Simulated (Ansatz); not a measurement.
Base system: CsPbCl₃ in the cubic perovskite structure (space group Pm-3m, No. 221).

```
CsPbCl3
1.0
    5.61875     0.00000     0.00000
    0.00000     5.61875     0.00000
    0.00000     0.00000     5.61875
Cs Pb Cl
1 1 3
Direct
  0.00000   0.00000   0.00000
  0.50000   0.50000   0.50000
  0.50000   0.00000   0.50000
  0.00000   0.50000   0.50000
  0.50000   0.50000   0.00000
```

Cartesian axes are those of the cell as printed.

All numbers come from PBEsol in Ansatz (plane waves to 420 eV, PAW, spin-orbit coupling left out).

Before the change:

| Property | Value |
|---|---|
| Band gap | 1.83 eV |
| Volume per atom | 35.48 Å³ |

Now apply this change: tensile biaxial strain of 1.20 % in the plane normal to [001], as in epitaxy on a mismatched substrate; the out-of-plane cell vector and the atoms relax.

**Question.** What happens to the band gap, in-plane stress and volume per atom?

**Answer.** The band gap increases by 0.05 eV to 1.88 eV; the mean in-plane stress (compression positive) is -0.7 GPa; the volume per atom rises by 0.74 Å³ (35.48 Å³ → 36.22 Å³).

Spin-orbit coupling, missing from the scalar runs, can matter with Pb. No phonon test of stability was made. Many cubic perovskites are stable only at high temperature; tilts and polar distortions were not tested. This is not the structure that CsPbCl3 has at room temperature and ambient pressure.

Ansatz is a quantum-chemistry and plane-wave program.
